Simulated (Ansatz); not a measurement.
Base system: TaN in the rock salt structure (space group Fm-3m, No. 225; relaxed with 0.1 eV smearing).

```
TaN
1.0
    0.00000     2.18747     2.18747
    2.18747     0.00000     2.18747
    2.18747     2.18747     0.00000
N Ta
1 1
Direct
  0.00000   0.00000   0.00000
  0.50000   0.50000   0.50000
```

Cartesian axes are those of the cell as printed.

Method: plane-wave PAW DFT at the PBEsol level (Ansatz, a program for electronic structure, 420 eV), no spin-orbit coupling, earlier PAW set.

It is then changed as follows: uniaxial strain ε_zz = −2.58 %, all other strain components held at zero, atoms relaxed at fixed cell.

Q: Predict the stress tensor and what it implies for the stiffness.

A: Stress of the strained cell less that of the base (GPa, compression positive):
```
    3.8     0.0     0.0
    0.0     3.8     0.0
    0.0     0.0    24.0
```

Then −Δσ_ii/ε with ε = -0.0258 gives secant stiffness values (nonlinear terms included at this strain): C33 ≈ 930 GPa, C13 ≈ 147 GPa and C23 ≈ 147 GPa.

As a check, the harmonic strain energy −½ V₀ Δσ:ε is 20 meV/atom; the computed energy rise is 19 meV/atom.

Stability against distortions was not tested. The final runs are not spin-polarised. This is not the structure that TaN has at room temperature and ambient pressure.
